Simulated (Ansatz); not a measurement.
Surface energy of faces of hcp Sc in PBE and in RPBE, in Ansatz (plane waves, PAW). Symmetric slabs relaxed with PBE from ideal cuts in 1x1 cells (the lowest computed cut and spin start of each face; real faces may reconstruct in larger cells); RPBE values are single points on them, with the bulk at the same level. No spin-orbit coupling, no U.

```tsv
face	PBE (J/m²)	RPBE (J/m²)
(0001)	1.26	1.18
(10-10)	1.20	1.12
(10-11)	1.22	1.14
(10-12)	1.24	?
(11-20)	1.26	1.15
(11-21)	1.38	1.28
(11-22)	1.34	1.25
(20-21)	1.23	1.15
(21-30)	1.26	1.15
```

**Question.** Fit a straight line y = a·x + b by least squares to the 8 complete rows (x: PBE (J/m²); y: RPBE (J/m²)).

**Answer.** the means are x̄ = 1.2687 and ȳ = 1.1775; Σ(x − x̄)² = 0.026287 and Σ(x − x̄)(y − ȳ) = 0.023875, so a = 0.908 and b = ȳ − a·x̄ = 0.025. The largest residual is 0.020.

**Question.** What does the line predict for the withheld row, (10-12), and what did the calculation give?

**Answer.** the line gives 1.15; the calculation gave 1.14, a miss of -0.01, of the size of the fitted rows' scatter and rounding.

Ansatz is a program for electronic structure.
